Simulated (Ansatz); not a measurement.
**HgTe: stress against strain**

HgTe (zinc blende, F-43m, 34.483 Å³/atom at rest) under an equal strain ε in the (001) plane with the normal axis free, as in a coherent film. PBEsol in Ansatz, a plane-wave DFT program (PAW, default set), 420 eV, 9×9×9 Γ-centred mesh, Fermi-Dirac smearing 0.05 eV; ions are relaxed within the symmetry of each cell. Stress is positive for a compressed cell.

Here s stands for strain and y for stress xx.

| strain (%) | stress xx (GPa) |
|---|---|
| -1.50 | 0.59 |
| -1.00 | 0.39 |
| -0.50 | 0.19 |
| 0.00 | 0.00 |
| 0.50 | -0.19 |
| 1.00 | -0.37 |
| 1.50 | -0.55 |
| 3.00 | ? |

### Question
Using a straight line, estimate the missing y at s = 3.00 from the other rows, showing the fit.

### Answer
Means: s 0, y 0.009. About the means, the sum of products is -2.6600 and the sum of squares of s is 7.0000; the slope is their ratio. Least squares gives y = 0.009 - 0.3800·s. Residuals (row less fit): 0.011, 0.001, -0.009, -0.009, -0.009, 0.001, 0.011; standard error 0.010 (degrees of freedom: 5). The slope gives the biaxial elastic modulus of this plane = 38 ± 0.4 GPa. At the withheld row, y = 0.009 - 0.3800 × 3.0 = -1.131 GPa. The calculation gives -1.06 GPa, 0.071 GPa above the prediction (4.3 % of the range of y in the table). The row lies outside the fitted rows, so this is an extrapolation. From the scatter of the fitted rows alone, a prediction at this place has a standard error of 0.015 GPa, so the miss is 4.7 times that.

One order more, fitted to all 13 runs of the series, follows each within 0.01, so the miss is the next term of a smooth law. This level leaves no gap over 0.05 eV at strain -1.50, -1.00, -0.50, 0.00, 0.50, where the mesh may be coarse. Rows are the converged runs of the series near zero and its far end; series whose fitted rows scatter by over a few per cent of the range, as at a crossing or softening among them, aren't shown in this form. Most that stay on the fit to the last digits aren't either.
